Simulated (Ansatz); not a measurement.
**SnC (model structure, started from the zincblende type, F-43m, No. 216, 2 atoms in the cell): equilibrium lattice constant a by level of theory**

No measured value is used here.

```csv
level (code),value (Å)
LDA (Ansatz),4.995
PBE (Ansatz),5.087
PBEsol (Ansatz),5.034
PBE-D3(BJ) (Ansatz),(withheld)
```

**Question.** Complete the blanks.

**Answer.** 
- PBE-D3(BJ) (Ansatz, a program for electronic structure), value (Å): 5.049

Ansatz's density-functional and Hartree–Fock values are scalar-relativistic unless marked +SOC, with PAW data made under PBE.

A model structure was made by putting elements into a prototype or built by hand; it is no filed structure, need not be a known phase, and can be a saddle point held by its symmetry.
